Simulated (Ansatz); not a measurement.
The parent structure is Si in the diamond structure (space group Fd-3m, No. 227; a = 5.434 Å).

Calculations: plane-wave PAW DFT at the PBEsol level (Ansatz, a program for electronic structure, 420 eV), spin-orbit coupling left out, earlier PAW set.

One change was made to it. Results:

```json
[
 {"quantity": "band gap", "base": "0.47 eV", "after": "zero"},
 {"quantity": "shortest interatomic distance", "base": "2.353 Å", "after": "2.458 Å"}
]
```

Task: What was done to the base?
A. Si → Mg
B. Si → Ti
C. Si → Ge

Result: C, Si → Ge. For comparison, the shortest interatomic distance in the other runs: Si → Mg gives 2.937 Å; Si → Ti gives 2.390 Å.

Stability against distortions was not tested. As relaxed here, Mg and Ti are hypothetical phases, not in the database extracts checked. All final runs are without spin polarisation. Ti has a high density of states at the Fermi level and may be magnetic at this level. The zero or small gap of Ge can change with the level of theory.
